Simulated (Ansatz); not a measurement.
The reference is AlN in the wurtzite structure (space group P6_3mc, No. 186; a = 3.114 Å, c = 4.984 Å). Axes: x lies along a and z along c of the hexagonal cell.

It is then changed as follows: the symmetric strain tensor [0.0247 0.0081 0.0034; 0.0081 -0.0008 0.0050; 0.0034 0.0050 -0.0004]; the atoms relax in the strained cell.

Levels (all Ansatz, an electronic-structure program, PAW): PBEsol (420 eV, without spin-orbit coupling); r2SCAN (500 eV, no SOC); HSE06 (420 eV, spin-orbit coupling left out).

One geometry, relaxed with PBEsol, under each level:

```json
[
 {"level": "PBEsol", "band gap": "3.82 eV", "lowest conduction level above the VBM at special points": "Γ 3.82 eV; R₂ 4.99 eV; V₂ 5.05 eV; T₂ 5.07 eV", "pressure": "-4.63 GPa"},
 {"level": "r2SCAN", "band gap": "[?]", "lowest conduction level above the VBM at special points": "[?]", "pressure": "[?]"},
 {"level": "HSE06", "band gap": "5.24 eV", "lowest conduction level above the VBM at special points": "Γ 5.24 eV; R₂ 6.44 eV; V₂ 6.50 eV", "pressure": "–"}
]
```

Task: Give the withheld r2SCAN results.

Result: 
- r2SCAN, band gap: 4.53 eV
- r2SCAN, lowest conduction level above the VBM at special points: Γ 4.53 eV; R₂ 5.77 eV; V₂ 5.84 eV; T₂ 5.86 eV
- r2SCAN, pressure: -5.94 GPa

Single points use the geometry relaxed with PBEsol. Their cutoffs differ, which shifts pressures a little. Stability against distortions was not tested. k-point labels follow each cell's own Brillouin zone.
